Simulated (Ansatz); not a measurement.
## How the smallest direct gap on the k points sampled of Si₃N₄ (P6₃/m, No. 176) moves with the method

No measured value is used here.

| level (code) | value (eV) | cell (Å³/atom) |
|---|---|---|
| LDA (Ansatz) | 4.43 | 10.26 |
| PBEsol (Ansatz) | (withheld) | 10.47 |
| r²SCAN (Ansatz) | 5.20 | 10.40 |
| r²SCAN+rVV10 (Ansatz) | 5.18 | 10.36 |

Question: What belongs in the gaps?

Answer: 
- PBEsol (Ansatz, a program for electronic structure), value (eV): 4.39

At these levels the smallest gap is indirect and lower: LDA 4.22, PBEsol 4.19, r²SCAN 4.99, r²SCAN+rVV10 4.96 eV. Computed values are for a static lattice.  Each level is taken at its own relaxed cell. Cutoffs differ between the levels. Ansatz's density-functional and Hartree–Fock values are scalar-relativistic unless marked +SOC, with PAW data made under PBE.
